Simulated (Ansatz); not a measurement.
The starting structures come from a database of crystals and need not be the phases stable at ambient conditions.

# Evanescent states of Nb$_{2}$Bi$_{2}$PbO$_{9}$ (I4/mmm, not sure to be the ambient phase, 14 atoms a cell, 13.6 Å³ an atom) along the normal of (110)

All values below come from r2SCAN (plane waves, PAW; Ansatz, a quantum-chemistry and plane-wave program).

No gap correction and no spin-orbit coupling; mid-gap values are interpolated between computed energies.

Energies count from the valence-band top; κ is the least over a 6×4 mesh across the current.

```csv
E (eV),κ (1/Å),where
0.05,0.083,off Γ
0.15,0.137,off Γ
0.25,0.170,off Γ
0.35,0.193,off Γ
0.45,0.211,off Γ
0.55,0.225,off Γ
0.65,0.223,off Γ
0.75,0.217,off Γ
0.85,0.211,off Γ
0.95,0.203,off Γ
1.05,0.193,off Γ
1.15,0.182,off Γ
1.25,0.168,off Γ
1.35,0.152,off Γ
1.45,0.131,off Γ
1.55,0.103,off Γ
1.65,0.056,off Γ
```

Question: How thick must the barrier be to attenuate the transmission by 10^4 when the electrodes' Fermi level lies at 1.65 eV, and what attenuation does that film give at 0.45 eV?

Answer: d = 4 ln 10 / (2 × 0.056) = 82.2 Å. At 0.45 eV it gives 4 × 0.211/0.056 = 15.1 decades.
